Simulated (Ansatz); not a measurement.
The reference is CdSe in the wurtzite structure (space group P6_3mc, No. 186; a = 4.3829 Å, c = 7.1547 Å).

Method: Kohn–Sham DFT with the PBE functional, run in Ansatz (a first-principles code) with PAW and 420 eV plane waves, no SOC, earlier PAW set.

For the base:

```
Property                            Value
----------------------------  -----------
Gap between the host's bands      0.54 eV
Gap character                 direct at Γ
```

The change: 0.238 electrons added to each cell, a density of 2.0×10^21 cm⁻³, with a uniform compensating background at fixed cell and a 300 K Fermi–Dirac width.

### Question
Estimate the effect on the gap between the host's bands, Fermi level from band edge and gap character.

### Answer
The gap between the host's bands decreases by 0.05 eV to 0.49 eV; the Fermi level relative to the doped band's edge (positive inside the band; to 0.05 eV) is +1.85 eV; the gap character is still direct at Γ.

Charged cell with a jellium background: band edges are those of the host's band count, energies are not comparable with the neutral cell, and many-body gap narrowing is missing. Whether these cells are dynamically stable was not tested.
